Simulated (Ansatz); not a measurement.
Start from Mg₃Sb₂ (space group P-3m1, No. 164; a = 4.596 Å, c = 7.272 Å). Axes: x lies along a and z along c of the hexagonal cell.

Computed with PBE (Ansatz, a first-principles code; PAW; 420 eV plane waves; spin-orbit coupling left out).

For the base:

The band gap comes out as 0.15 eV. The valence-band top at Γ is 0.00, -0.39, -0.39 eV.

One thing is altered: the cell is stretched by 0.68 % along z with no lateral relaxation; the atoms relax in the strained cell.

Question: How does this affect the band gap?

Answer: The band gap increases by 0.03 eV (0.15 eV → 0.18 eV).

Question: What happens to the stress?

Answer: The stress (xx, yy, zz, yz, xz, xy; compression positive) comes out as (-0.13, -0.13, -0.51, 0.00, 0.00, 0.00) GPa.

Question: Estimate the effect on the energy relative to the base.

Answer: The energy hardly moves.

Question: How does this affect the valence-band top at Γ?

Answer: The valence-band top at Γ (three highest levels, from the VBM) goes from 0.00, -0.39, -0.39 eV to 0.00, -0.33, -0.33 eV.

Spin-orbit coupling, missing from the scalar runs, can matter with Sb. Whether these cells are dynamically stable was not tested. A zero or small gap of Mg3Sb2 can be the functional's error rather than a property of the material.
